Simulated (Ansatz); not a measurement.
A self-consistent single point of BeS (F-43m, 2 atoms in the cell) with Ansatz (an electronic-structure program).

Computed with PBE (plane waves, PAW; Ansatz).

The change in words: lattice scaled by 0.98; basis.ecutwfc: 420 eV → 210 eV. Reference geometry:
```yaml
crystal:
  lattice:
    - [0.00000, 2.42769, 2.42769]
    - [2.42769, 0.00000, 2.42769]
    - [2.42769, 2.42769, 0.00000]
  atoms:
    - { symbol: Be, position: [0.00000, 0.00000, 0.00000] }
    - { symbol: S, position: [0.25000, 0.25000, 0.25000] }
```

Reference input (self-consistent single point, DFT, PBE, plane waves, default PAW files): basis.ecutwfc = 420 eV; kpoints.mp_grid.grid = 9 9 9; hamiltonian.xc = pbe; hamiltonian.pseudopotentials = {kind: paw} (the program's default PAW files); scf.occupations.method = fermi_dirac; scf.occupations.width = 0.01 eV. This run's input differs from it in these lines:

Ansatz 0.2 input:
```diff
@@ -2,5 +2,5 @@
   lattice:
-    - [0.000000, 2.427695, 2.427695]
-    - [2.427695, 0.000000, 2.427695]
-    - [2.427695, 2.427695, 0.000000]
+    - [0.000000, 2.379141, 2.379141]
+    - [2.379141, 0.000000, 2.379141]
+    - [2.379141, 2.379141, 0.000000]
   atoms:
@@ -9,3 +9,3 @@
 basis:
-  ecutwfc: 420.0
+  ecutwfc: 210.0
 kpoints:
```

Output (repeated stretches shortened):

```
SCF iter   1: F=—  HF=-996.647046 eV  |F-HF|=—  |Δ(HF+E_count)|=         —  Δρ=6.32e-3  dr2=2.68e-3  ethr=1.77e-3  ⟨swp⟩=6.1  Hψ=2248  notcnv=0
all-band conjugate gradients solve this SCF's bands
preconditioner: auto → none
SCF iter   2: F=—  HF=-996.647509 eV  |F-HF|=—  |Δ(HF+E_count)|=   4.63e-4  Δρ=3.01e-3  dr2=4.56e-4  ethr=3.35e-5  ⟨swp⟩=2.9  Hψ=807  notcnv=0
SCF iter   3: F=—  HF=-996.648252 eV  |F-HF|=—  |Δ(HF+E_count)|=   7.43e-4  Δρ=3.87e-4  dr2=1.81e-5  ethr=5.70e-6  ⟨swp⟩=2.1  Hψ=530  notcnv=0
SCF iter   4: F=—  HF=-996.647996 eV  |F-HF|=—  |Δ(HF+E_count)|=   2.57e-4  Δρ=1.19e-4  dr2=3.16e-6  ethr=2.26e-7  ⟨swp⟩=2.0  Hψ=408  notcnv=0
iter 5 did not close the SCF: its close was put off for the readings that it lacked (scf_convergence_deferred on its scf_iter line)
SCF iter   5: F=-996.647996 eV  HF=-996.647995 eV  |F-HF|=2.42e-8  |Δ(HF+E_count)|=   7.33e-8  Δρ=1.77e-5  dr2=5.15e-8  ethr=3.95e-8  ⟨swp⟩=2.4  Hψ=410  notcnv=0
SCF iter   6: F=-996.647996 eV  HF=-996.647996 eV  |F-HF|=5.44e-9  |Δ(HF+E_count)|=   4.20e-8  Δρ=4.46e-6  dr2=7.25e-9  ethr=6.44e-10  ⟨swp⟩=2.0  Hψ=953  notcnv=0
SCF 1 converged in 6 iterations: F = -996.647996 eV  dr2 = 7.25e-9
Free energy (F): -996.647996 eV
Internal energy: -996.647996 eV  (E = F + TS)
E sigma→0 (E₀):  -996.647996 eV
Fermi energy:    7.589819 eV
--- Forces (eV/Å), atoms counted from 1 ---
  atom   1  Be     0.00000000    -0.00000000    -0.00000000
  atom   2  S      0.00000000    -0.00000000     0.00000000
--- Stress (GPa, compression-positive) ---
        7.840766       0.000000      -0.000000
       -0.000000       7.840766       0.000000
       -0.000000       0.000000       7.840766
  P = ⅓ Tr σ = 7.8408 GPa (78.408 kbar)
  The stress holds the Pulay correction. Without it, at fixed plane waves, as pw.x and ABINIT print it: P = 2.0998 GPa
```

The run converged in 6 iterations. Against the reference run the free energy rises by 158 meV/atom, the pressure goes from 1.22 to 7.84 GPa and the gap on the mesh goes from 3.210 to 3.132 eV.

The starting cell has typed, rounded lattice constants, without a prior relaxation at this level. Its lattice was rescaled by up to half a per cent. For this run, on top of that: lattice scaled by 0.98. Ansatz's pressure includes its estimate of the finite-basis (Pulay) stress. Without the estimate this run gives 2.10 GPa. The cutoff lies below the one recommended for these files.
